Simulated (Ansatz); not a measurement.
# SiGe (model structure, I-4m2, No. 119, 10 atoms in the cell)

The numbers are results of r²SCAN (Ansatz, a program for electronic structure, PAW), not measurements.

Numerical settings: plane-wave cutoff 560 eV, 12×12×12 k mesh, Fermi–Dirac smearing 0.01 eV, scalar-relativistic PAW data made under PBE.

Cell (relaxed at this level):

```yaml
crystal:
  lattice:
    - [-1.96285, 1.96285, 13.88961]
    - [1.96285, -1.96285, 13.88961]
    - [1.96285, 1.96285, -13.88961]
  atoms:
    - { symbol: Si, position: [0.90359, 0.90359, 0.00000] }
    - { symbol: Si, position: [0.45168, 0.95168, 0.50000] }
    - { symbol: Si, position: [0.50000, 0.50000, 0.00000] }
    - { symbol: Si, position: [0.04832, 0.54832, 0.50000] }
    - { symbol: Si, position: [0.09641, 0.09641, 0.00000] }
    - { symbol: Ge, position: [0.64626, 0.14626, 0.50000] }
    - { symbol: Ge, position: [0.69824, 0.69824, 0.00000] }
    - { symbol: Ge, position: [0.25000, 0.75000, 0.50000] }
    - { symbol: Ge, position: [0.30176, 0.30176, 0.00000] }
    - { symbol: Ge, position: [0.85374, 0.35374, 0.50000] }
```

```
Item                           Result
--------  ---------------------------
band gap  0.52 eV (on the SCF k mesh)
```

Note: the relaxation could raise the start's symmetry but not lower it, so the cell can be a saddle point.

Spin–orbit coupling is not included.

Static lattice: no zero-point or thermal effects.

The result took around 19 core-minutes (rough).

A model structure was made by putting elements into a prototype or built by hand; it is no filed structure, need not be a known phase, and can be a saddle point held by its symmetry.
